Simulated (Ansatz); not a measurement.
Ansatz (a quantum-chemistry and plane-wave program) is run on Mn3IrN (Pm-3m, 5 atoms in the cell), and the run fails. The aim is a self-consistent single point with DFT, PBEsol, plane waves, default PAW files made with PBE.

Input as run:

Ansatz 0.2 input:
```yaml
crystal:
  lattice:
    - [3.913000, 0.000000, 0.000000]
    - [0.000000, 3.913000, 0.000000]
    - [0.000000, 0.000000, 3.913000]
  atoms:
    - { symbol: Ir, position: [0.000000, 0.000000, 0.000000] }
    - { symbol: Mn, position: [0.000000, 1.956500, 1.956500], spin: 4.0 }
    - { symbol: Mn, position: [1.956500, 0.000000, 1.956500], spin: 4.0 }
    - { symbol: Mn, position: [1.956500, 1.956500, 0.000000], spin: 4.0 }
    - { symbol: N, position: [1.956500, 1.956500, 1.956500] }
kpoints:
  mp_grid:
    grid: [9, 9, 9]
    shift: [0.5, 0.5, 0.5]
hamiltonian:
  xc: pbesol
  pseudopotentials:
    kind: paw
magnetization:
  spin_polarized: true
scf:
  occupations:
    method: cold
    width: 0.1 eV
output:
  forces: true
  eigenvalues: true
  stress: true
```

Output (repeated stretches shortened):

```
WARN basis.ecutwfc = 420 eV, the default
WARN ansatz: RAYON_NUM_THREADS=1 ignored (pool sized by the plan → 1); use --threads N
Pseudopotentials: kind: paw
Pseudopotential: Ir, paw, valence charge 17
Pseudopotential: Mn, paw, valence charge 15
Pseudopotential: N, paw, valence charge 5
Error: SCF: the overlap matrix is not positive definite, so this SCF or pass stopped before solving anything: energies and bands computed with it would not be physical. With PAW pseudopotential files every eigenvalue of that matrix must be above 0; at 85 of 85 k-points the lowest is not, and the worst, at k-point 41 (counted from zero), is -3.0e-1 (as computed, with no allowance for rounding). The cause is the files, the structure or the cutoff, not the eigensolver. Where the projector spheres of two atoms overlap (a projector without an augmentation charge has none), move the closest atoms apart or use files with smaller projector spheres; norm-conserving files [...]
```

**Question.** From the messages shown, name the fault and mend the input.

**Answer.** The fault is fractional and Cartesian coordinates mixed up; here the program stops on it instead of giving results. To fix it, make label and numbers agree, by changing either. The program stopped before any SCF iteration.

The sound input it was made from differs as follows (other fixes are possible):
```diff
-    - { symbol: Ir, position: [0.000000, 0.000000, 0.000000] }
-    - { symbol: Mn, position: [0.000000, 1.956500, 1.956500], spin: 4.0 }
-    - { symbol: Mn, position: [1.956500, 0.000000, 1.956500], spin: 4.0 }
-    - { symbol: Mn, position: [1.956500, 1.956500, 0.000000], spin: 4.0 }
-    - { symbol: N, position: [1.956500, 1.956500, 1.956500] }
+    - { symbol: Ir, position_ang: [0.000000, 0.000000, 0.000000] }
+    - { symbol: Mn, position_ang: [0.000000, 1.956500, 1.956500], spin: 4.0 }
+    - { symbol: Mn, position_ang: [1.956500, 0.000000, 1.956500], spin: 4.0 }
+    - { symbol: Mn, position_ang: [1.956500, 1.956500, 0.000000], spin: 4.0 }
+    - { symbol: N, position_ang: [1.956500, 1.956500, 1.956500] }
```

With that input, the run converged in 15 iterations: free energy E − TS (on the zero of these files) -23784.3152 eV; Fermi level (on the code's own zero) 17.74 eV; pressure -12.54 GPa; size of the cell's spin moment 8.65 μB (DFT, PBEsol, plane waves, default PAW files made with PBE).

On the sound input: the starting cell comes from a database of published, mostly measured structures (it also holds non-ambient and calculated ones), without a prior relaxation at this level. The magnetic order is the one reached from the typed start; others were not searched systematically. The program warned that, by what it read of turns of the moments, another magnetic order lies lower. With a pressure of about -13 GPa the cell is away from its equilibrium volume at this level. Ansatz's pressure includes its estimate of the finite-basis (Pulay) stress.
